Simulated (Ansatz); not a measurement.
Zn (Fm-3m, No. 225, 1 atom in the cell; start mp-2646972; another form than the element's usual one), treated with r²SCAN (plane waves, PAW; Ansatz, a program for electronic structure).

Run with plane-wave cutoff 560 eV, 24×24×24 k mesh, Fermi–Dirac smearing 0.05 eV, scalar-relativistic PAW data made under PBE.

Cell (relaxed at this level):

Space group Fm-3m (No. 225); a = b = c = 3.8538 Å, α = β = γ = 90.00°

```
atom  site  symmetry       x       y       z
----  ----  --------  ------  ------  ------
Zn      4a      m-3m  0.0000  0.0000  0.0000
```
(The calculation used a cell of 1 atom; values per cell refer to that cell.)

Problem. Estimate the bulk modulus B0 that the calculation returns.

Solution. 
- bulk modulus B0 = 87.5 GPa

The run finds no gap.

Note: the bulk modulus is −V dP/dV from two relaxed cells at ±2 % in volume; the relaxation could not lower the start's symmetry, so the cell can be a saddle point above a distorted one.

Computed values are for the static lattice.

A start named mp-… is a Materials Project structure, which need not be a measured phase.
